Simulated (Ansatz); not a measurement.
Results of Hartree–Fock (Ansatz, an electronic-structure program, plane waves, PAW) for fluorite HfO2 (high-temperature phase).

Numerical settings: plane-wave cutoff 460 eV, 8×8×8 k mesh, Fermi–Dirac smearing 0.01 eV, scalar-relativistic PAW data made under PBE.

The cell is scaled about its equilibrium volume:

```
V (Å³/atom)  P (GPa)  direct gap at Γ (eV)  smallest gap on the k mesh (eV)
-----------  -------  --------------------  -------------------------------
10.461         15.70                15.482                           14.135
10.744          6.89                15.364                           14.018
11.011         -0.43                15.251                           13.908
11.286         -7.09                15.134                           13.797
11.562        -12.97                15.017                           13.687
```

The fundamental gap (13.91 eV at the equilibrium volume, on the SCF mesh) lies elsewhere than Γ–Γ.

Note: symmetry holds this phase in the static calculation, where it need not be a minimum; held by symmetry at 0 K, a high-temperature phase can be a saddle point.

Spin–orbit coupling is not included.
